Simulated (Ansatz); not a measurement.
Cl on the 1x1 (110) surface of bcc Mo, one in a 2x2 cell, energies for each (28.3 Å²). Energies are against ½ Cl2(g), without zero-point or thermal terms; each row is named by its start.

The numbers are results of PBE (plane waves to 420 eV, PAW; Ansatz, a quantum-chemistry and plane-wave program), not measurements.

Problem. Which site binds most strongly?
A. hollow Mo-Mo-Mo
B. top Mo
C. bridge Mo-Mo (span 3.2 Å)
D. bridge Mo-Mo (span 2.7 Å)

Solution. A, hollow Mo-Mo-Mo. Adsorption energies: hollow Mo-Mo-Mo -2.83 eV; bridge Mo-Mo (span 2.7 Å) -2.66 eV; bridge Mo-Mo (span 3.2 Å) -2.62 eV; top Mo -2.21 eV.
